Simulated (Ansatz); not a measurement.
The density of states at the Fermi level in a series of structures.

Cell A: Ru (hcp, P6₃/mmc), 2 atoms in the cell; spin state with PBE: run without spin, k-point mesh 30×30×14 on the run's own vectors.
```
CELL_PARAMETERS angstrom
      2.72167     0.00000     0.00000
     -1.36084     2.35704     0.00000
      0.00000     0.00000     4.29387
ATOMIC_POSITIONS crystal
  Ru 0.33333 0.66667 0.25000
  Ru 0.66667 0.33333 0.75000
```

Cell B: Os (hcp, P6₃/mmc), 2 atoms in the cell; spin state with PBE: run without spin, k-point mesh 30×30×14 on the run's own vectors.
```
Os
1.0
    2.75463     0.00000     0.00000
   -1.37731     2.38558     0.00000
    0.00000     0.00000     4.34706
Os
2
Direct
  0.33333   0.66667   0.25000
  0.66667   0.33333   0.75000
```

All numbers come from Ansatz (a program for electronic structure), plane waves with PAW, its PAW set soft_1, cutoff 420 eV, 500 eV for r2SCAN. The structures are at rest with PBE; other levels are single points on them. Neutral cells; Fermi-Dirac smearing of at most 0.10 eV in the solids, energies taken to zero width. The lattices are those relaxed with PBE, so at other levels the solids can be strained, which adds to the spread. Spin-orbit coupling is left out. A dispersion term ran beside these levels; it doesn't touch the electrons. Both spins, broadened by a Gaussian of 0.2 eV on the run's mesh.

Problem. What does r2SCAN give for the density of states at the Fermi level of each cell (states/eV per atom)?

Solution. 
| system | r2SCAN |
|---|---|
| A | 0.81 |
| B | 0.60 |

With r2SCAN the value of A exceeds that of B by 0.21 states/eV per atom.

Problem. And at the other levels?

Solution. 
```json
[
 {"system": "A", "PBE": "0.84"},
 {"system": "B", "PBE": "0.62"}
]
```

With PBE the value of A exceeds that of B by 0.22 states/eV per atom.
